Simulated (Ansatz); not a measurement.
Consider Ca3P2 (space group P-3m1, No. 164; a = 4.675 Å, c = 7.039 Å; a hypothetical phase, not in the database extracts checked). Axes: x lies along a and z along c of the hexagonal cell.

Structures relaxed with Kohn–Sham DFT with the PBE functional, run in Ansatz (an electronic-structure program) with PAW and 420 eV plane waves, without spin-orbit coupling.

Base:

Simulated powder pattern, Cu Kα1, λ = 1.54056 Å (kinematic, ideal powder, no thermal factors, no anomalous dispersion; the 10 strongest lines at most, above 2 %, up to 2θ = 90°):

```
2θ (°)  I/Imax (%)    hkl
------  ----------  -----
21.93           11  (100)
25.36           57  (101)
33.71          100  (012)
38.48           83  (110)
44.60           10  (103)
52.07           26  (202)
55.44           15  (113)
57.01           11  (104)
66.58           23  (122)
69.60           12  (300)
```

It is then changed as follows: biaxial strain +4.13 %, plane normal [001], relaxed out of plane (Cartesian); in-plane vectors clamped, the third vector and the atoms free.

After the change:

Simulated powder pattern, Cu Kα1, λ = 1.54056 Å (kinematic, ideal powder, no thermal factors, no anomalous dispersion; the 10 strongest lines at most, above 2 %, up to 2θ = 90°):

```tsv
2θ (°)	d (Å)	I/Imax (%)	hkl
21.05	4.216	13	(100)
25.29	3.519	50	(101)
35.21	2.547	99	(012)
36.90	2.434	100	(110)
46.88	1.936	13	(112)
51.92	1.760	29	(202)
62.07	1.494	13	(104)
65.39	1.426	27	(122)
66.47	1.405	15	(300)
89.09	1.098	12	(312)
```

The indices refer to the base's conventional cell; one index is shown for lines that coincide.

No phonon test of stability was made.
